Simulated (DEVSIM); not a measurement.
Device: abrupt InP p-n junction, at 400 K.

Layer 1 from the left is InP, thickness (μm) 1.60, Na (cm⁻³) 9.4e15, τn (s) 8.2e-8, τp (s) 8.2e-8. Layer 2 from the left is InP, thickness (μm) 0.420, Nd (cm⁻³) 3.8e15, τn (s) 8.2e-8, τp (s) 8.2e-8.

Left contact: ohmic. Right contact: ohmic. Voltage is applied to the left contact. Recombination: SRH at mid-gap, radiative, Auger. Mobility is μmin + (μ − μmin)/(1 + (N/Nref)^α).

This is a model device: material constants are rounded textbook-type values typed into the input, and sizes, dopings and lifetimes were drawn at random. Values at 300 K; Nc and Nv go as T^1.5, mobilities as T to minus their exponent, the gap by Varshni's rule with the affinity fixed.

InP: gap (eV) 1.344, affinity (eV) 4.38, permittivity 12.5, Nc (cm⁻³) 5.7e17, Nv (cm⁻³) 1.1e19, μn (cm²/Vs) 5200, μp (cm²/Vs) 170, μn,min 400, μp,min 10, Nref,n 3e17, Nref,p 4.9e17, αn 0.47, αp 0.62, T exponent of μn 2, T exponent of μp 2, B (cm³/s) 1.2e-10, Cn (cm⁶/s) 9e-31, Cp (cm⁶/s) 9e-31, Varshni α (eV/K) 0.000363, Varshni β (K) 162.

Model (solved in DEVSIM): 1D drift-diffusion, Boltzmann statistics, complete ionisation; no tunnelling, impact ionisation, image-force lowering or self-heating.

Problem. What does the simulation give for the dark forward voltage at 100 A/cm², the largest field in the device at zero bias?

Solution. dark forward voltage at 100 A/cm² 0.833 V; largest field in the device at zero bias 25000 V/cm.
